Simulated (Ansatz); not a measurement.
Consider Cs₂NaScCl₆ (space group Fm-3m, No. 225; a = 10.418 Å; a cell from a computed database, its experimental status unchecked).

The values are results of DFT with PBEsol, PAW potentials and a 420 eV plane-wave cutoff in Ansatz (a program for electronic structure), scalar-relativistic without spin-orbit coupling, not measurements.

One change was made to it. Results:

The band gap falls by 1.75 eV (3.97 eV → 2.22 eV); the volume per atom rises by 13.28 Å³ to 41.55 Å³.

**Question.** What was done to the base?
A. Sc → Ca
B. Cs → La
C. Cl → I

**Answer.** C, Cl → I. For comparison, the band gap in the other runs: Sc → Ca gives zero; Cs → La gives zero.

Spin-orbit coupling, missing from the scalar runs, can matter with I. Whether these cells are dynamically stable was not tested. As relaxed here, NaLa2ScCl6 is a hypothetical phase, not in the database extracts checked. For Cs2NaScI6 and Cs2NaCaCl6 in this form, whether it has been made was not checked. All final runs are without spin polarisation. An odd electron count without spin: Cs2NaCaCl6. NaLa2ScCl6 has a high density of states at the Fermi level and may be magnetic at this level.
